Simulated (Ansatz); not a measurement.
The parent structure is CaO in the rock salt structure (space group Fm-3m, No. 225).

CaO is taken in the cubic space group Fm-3m (No. 225), the rock salt structure, Pearson symbol cF8. Lattice parameters: a = 4.831 Å, b = 4.831 Å, c = 4.831 Å, α = 90.00°, β = 90.00°, γ = 90.00°. Ca on 4a is coordinated by 6 O at 2.415 Å (octahedral). O on 4b has 6 Ca at 2.415 Å (octahedral). (Neighbours: up to the widest gap in distance over summed covalent radii, below 1.35, at either atom; cation-cation and far metal-metal contacts left out.)
(The calculation used a cell of 2 atoms; values per cell refer to that cell.)

Level of theory: Kohn–Sham DFT with the PBE functional, run in Ansatz (an electronic-structure program) with PAW and 420 eV plane waves, no spin-orbit coupling.

Strains are applied to the cell and any free atomic positions relax.

One change was made to it. Results:

```tsv
quantity	base	after
electron mass	1.4 mₑ along k, 0.44 mₑ across (at X)	1.4 mₑ along k, 0.45 mₑ across (at X)
valley order (the lowest conduction-band minima on the path, energy above the VBM, named in the base's zone)	X along ⟨100⟩ 3.66 eV; Γ 4.61 eV	X along ⟨100⟩ 3.66 eV; Γ 4.37 eV
hole mass (degenerate bands, along [100])	0.35, 2.9, 2.9 mₑ (at Γ)	0.36, 2.9, 2.9 mₑ (at Γ)
pressure	0.00 GPa	-2.95 GPa
```

**Question.** Which change produced these results?
A) isotropic strain +1.00 %
B) isotropic strain +3.00 %
C) isotropic strain +0.50 %

**Answer.** A, isotropic strain +1.00 %. For comparison, the valley order in the other runs: isotropic strain +0.50 % gives X along ⟨100⟩ 3.66 eV; Γ 4.49 eV; isotropic strain +3.00 % gives X along ⟨100⟩ 3.65 eV; Γ 3.93 eV.

Effective masses come from finite differences of ±0.01 Å⁻¹. Along k means along the line from Γ to the band edge. No phonon test of stability was made.
